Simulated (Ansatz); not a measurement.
The starting structures come from a database of crystals and need not be the phases stable at ambient conditions.

 Where the default PAW files enter, the runs use the earlier of Ansatz's two default sets.

Inside the gap of an insulator the Bloch states are evanescent, with a wavenumber k + iκ along the transport direction.

Consider the following.

```yaml
crystal:
  lattice:
    - [4.85775, 0.00000, 0.00000]
    - [0.00000, 4.85775, 0.00000]
    - [2.42888, -2.42888, 8.17444]
  atoms:
    - { symbol: Sr, position: [0.32669, 0.67331, 0.34662] }
    - { symbol: Sr, position: [0.67331, 0.32669, 0.65338] }
    - { symbol: Sr, position: [0.50000, 0.00000, 0.00000] }
    - { symbol: Sr, position: [0.00000, 0.50000, 0.00000] }
    - { symbol: As, position: [0.13583, 0.86417, 0.72834] }
    - { symbol: As, position: [0.86417, 0.13583, 0.27166] }
    - { symbol: O, position: [0.50000, 0.50000, 0.00000] }
```

Space group of this cell: I4/mmm. The cell is taken as given.

Transport runs along the normal of the first two printed cell vectors, the (001) plane of the conventional cell.

The gap is the functional's own, uncorrected, and κ follows it; spin-orbit coupling is left out. Mid-gap values are interpolated between the computed energies.

**Question.** Predict the band gap and the smallest decay constant κ at mid-gap from r2SCAN (Ansatz, a quantum-chemistry and plane-wave program).

**Answer.** Gap 1.56 eV on a 8×8×8 mesh; κ = 0.153 1/Å, at the zone centre.
